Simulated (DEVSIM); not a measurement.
System: Ru/HfO2/n-Si capacitor, at 300 K.

| layer (left to right) | material | thickness (nm) | Nd (cm⁻³) |
|---|---|---|---|
| 1 | HfO2 | 18.0 | - |
| 2 | Si | 680 | 7.1e17 |

Metal gate on the left, work function 4.7 eV. Fixed charge at the semiconductor interface -9.5e11 cm⁻² (in units of +e); no interface traps.

Constants are typed, rounded textbook-type inputs, not results; the design itself was drawn at random and stands for no fabricated device. Values at 300 K.

```
parameter      HfO2       Si
-------------  ----  -------
gap (eV)        5.7    1.124
affinity (eV)   2.5     4.05
permittivity     22     11.7
Nc (cm⁻³)         -  2.86e19
Nv (cm⁻³)         -   3.1e19
```

DEVSIM, 1D Poisson equation in equilibrium, Boltzmann statistics, complete ionisation; no quantum confinement or tunnelling. Metal contacts follow the ideal Schottky-Mott rule: no Fermi-level pinning, no interface dipoles.

Question: Tabulate band edges, carrier densities and field at -0.1 V on the gate.

Answer: Energies count from the Fermi level of the right contact; mesh points crowd at the junctions.

```
x (μm)    Ec (eV)  Ev (eV)  n (cm⁻³)  p (cm⁻³)  field (V/cm)
--------  -------  -------  --------  --------  ------------
0.000       2.300   -3.400     < 1e2     < 1e2        -92000
0.001146    2.289   -3.410     < 1e2     < 1e2        -92000
0.003272    2.270   -3.430     < 1e2     < 1e2        -92000
0.006970    2.236   -3.464     < 1e2     < 1e2        -92000
0.01360     2.175   -3.525     < 1e2     < 1e2        -92000
0.01625     2.151   -3.549     < 1e2     < 1e2        -92000
0.01767     2.138   -3.562     < 1e2     < 1e2        -92000
0.01905     0.552   -0.572    1.5e10     7.7e9       -310000
0.02133     0.485   -0.639    2.1e11     5.7e8       -280000
0.02598     0.365   -0.759    2.1e13   5600000       -230000
0.03542     0.196   -0.928    1.5e16      7900       -130000
0.06310     0.096   -1.028    6.9e17       170         -1300
0.1109      0.096   -1.028    7.1e17       160           ≈ 0
0.2080      0.096   -1.028    7.1e17       160           ≈ 0
0.4558      0.096   -1.028    7.1e17       160           ≈ 0
0.5753      0.096   -1.028    7.1e17       160           ≈ 0
0.6382      0.096   -1.028    7.1e17       160           ≈ 0
0.6692      0.096   -1.028    7.1e17       160           ≈ 0
0.6875      0.096   -1.028    7.1e17       160           ≈ 0
0.6934      0.096   -1.028    7.1e17       160           ≈ 0
0.6963      0.096   -1.028    7.1e17       160           ≈ 0
0.6980      0.096   -1.028    7.1e17       160           ≈ 0
```
